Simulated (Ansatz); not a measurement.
System: CsCl-type SmAg. Method: PBEsol (Ansatz, a program for electronic structure, PAW).

Run with plane-wave cutoff 520 eV, 16×16×16 k mesh, Fermi–Dirac smearing 0.05 eV, spin-polarised with parallel moments, scalar-relativistic PAW data made under PBE.

Cell (relaxed at this level):

```
CELL_PARAMETERS angstrom
      3.69495     0.00000     0.00000
      0.00000     3.69495     0.00000
      0.00000     0.00000     3.69495
ATOMIC_POSITIONS crystal
  Ag 0.00000 0.00000 0.00000
  Sm 0.50000 0.50000 0.50000
```
Starting moments (μB, in the order of the record's atoms Ag Sm): 0.0 5.0.

Q: Predict the bulk modulus.

A: 
- bulk modulus = 47.9 GPa

The run finds no gap.

Note: the magnetic order was assumed, not searched for or taken from measurement; the bulk modulus is −V dP/dV from two relaxed cells at ±2 % in volume; the 4f shell is treated without U or exact exchange, so its levels and filling can be wrong.

Spin–orbit coupling is not included.

Static lattice: no zero-point or thermal effects.

It cost roughly 4 core-minutes of CPU time.
